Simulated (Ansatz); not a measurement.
## Tm2O3 (Ia-3, No. 206)

These are LDA (Ansatz, an electronic-structure program, PAW) values and carry that method's errors.

Run with plane-wave cutoff 500 eV, 6×6×6 k mesh, Fermi–Dirac smearing 0.05 eV, spin-polarised with parallel moments, scalar-relativistic PAW data made under PBE.

Cell: relaxed at this level.

For Tm2O3 (Ia-3, No. 206), the equilibrium volume per atom is 13.56 Å³/atom and the lattice parameter a is 10.274 Å.

Note: the magnetic order was assumed, not searched for or taken from measurement; the 4f shell is treated without U or exact exchange, so its levels and filling can be wrong; the volume lies 6 % below that of the published cell.

Spin–orbit coupling is not included.
